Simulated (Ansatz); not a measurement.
Input and output of a self-consistent single point for Ir3Rh (I4mm, 4 atoms in the cell) (Ansatz, a first-principles code).

Level of theory: PBEsol, default PAW files made with PBE (plane waves; Ansatz).

```xyz
4
Lattice="-1.9248 1.9248 3.8542 1.9248 -1.9248 3.8542 1.9248 1.9248 -3.8542" Properties=species:S:1:pos:R:3 pbc="T T T"
Ir     0.0000     1.9248     1.9271
Ir     1.9248     0.0000     1.9271
Ir     0.0000     0.0000     3.9042
Rh     0.0000     0.0000     0.0000
```

Reference input (self-consistent single point, DFT, PBEsol, plane waves, default PAW files made with PBE): basis.ecutwfc = 420 eV; kpoints.mp_grid.grid = 8 8 8; hamiltonian.xc = pbesol; hamiltonian.pseudopotentials = {kind: paw} (the program's default PAW files); scf.occupations.method = fermi_dirac; scf.occupations.width = 0.1 eV. This run's input differs from it in these lines:

Ansatz 0.2 input:
```diff
@@ -11,3 +11,3 @@
 basis:
-  ecutwfc: 420.0 eV
+  ecutwfc: 505.0 eV
 kpoints:
```

Log, with long lists cut:

```
SCF iter   1: F=—  HF=-41735.940377 eV  |F-HF|=—  |Δ(HF+E_count)|=         —  Δρ=9.61e-3  dr2=5.75e-2  ethr=1.77e-3  ⟨swp⟩=5.5  Hψ=7986  notcnv=0
all-band conjugate gradients solve this SCF's bands
preconditioner: auto → Kerker (q_TF=auto, 2.809 Å⁻¹)
SCF iter   2: F=—  HF=-41735.937566 eV  |F-HF|=—  |Δ(HF+E_count)|=   2.81e-3  Δρ=4.30e-3  dr2=1.08e-2  ethr=8.46e-5  ⟨swp⟩=1.1  Hψ=2925  notcnv=0
SCF iter   3: F=—  HF=-41735.936252 eV  |F-HF|=—  |Δ(HF+E_count)|=   1.31e-3  Δρ=6.88e-4  dr2=1.26e-4  ethr=1.60e-5  ⟨swp⟩=2.4  Hψ=3648  notcnv=0
SCF iter   4: F=—  HF=-41735.936257 eV  |F-HF|=—  |Δ(HF+E_count)|=   5.74e-6  Δρ=8.96e-5  dr2=5.82e-6  ethr=1.86e-7  ⟨swp⟩=2.1  Hψ=3400  notcnv=0
SCF iter   5: F=—  HF=-41735.936275 eV  |F-HF|=—  |Δ(HF+E_count)|=   1.78e-5  Δρ=2.82e-5  dr2=5.04e-7  ethr=8.55e-9  ⟨swp⟩=2.2  Hψ=3608  notcnv=0
SCF iter   6: F=-41735.936275 eV  HF=-41735.936275 eV  |F-HF|=1.35e-8  |Δ(HF+E_count)|=   9.46e-8  Δρ=6.37e-6  dr2=2.53e-8  ethr=1.47e-10  ⟨swp⟩=4.3  Hψ=7991  notcnv=0
SCF 1 converged in 6 iterations: F = -41735.936275 eV  dr2 = 2.53e-8
Free energy (F): -41735.936275 eV
Internal energy: -41735.797606 eV  (E = F + TS)
E sigma→0 (E₀):  -41735.866940 eV
Entropy (-TS):   -0.138669 eV (-34.667 meV/atom)
Fermi energy:    24.263816 eV
--- Forces (eV/Å), atoms counted from 1 ---
  atom   1  Ir    -0.00000000     0.00000000     0.27526397
  atom   2  Ir     0.00000000     0.00000000     0.27526397
  atom   3  Ir    -0.00000000    -0.00000000    -0.67506702
  atom   4  Rh     0.00000000     0.00000000     0.12453031
--- Stress (GPa, compression-positive) ---
       -8.792432       0.000000      -0.000000
        0.000000      -8.792432       0.000000
       -0.000000      -0.000000      -8.726481
  P = ⅓ Tr σ = -8.7704 GPa (-87.704 kbar)
  The stress holds the Pulay correction. Without it, at fixed plane waves, as pw.x and ABINIT print it: P = -8.8118 GPa
```

The run converged in 6 iterations. Against the reference run the free energy goes down by 2.0 meV/atom, the pressure hardly changes (-8.74 to -8.77 GPa) and the largest force moves little (0.676 to 0.675 eV/Å).

The starting cell comes from a database of computed structures (which also holds hypothetical and non-ambient phases and stackings), without a prior relaxation at this level. Its lattice was rescaled by up to half a per cent. One atom was moved a little off its site on purpose. Spin polarisation is off. Ansatz's pressure includes its estimate of the finite-basis (Pulay) stress.
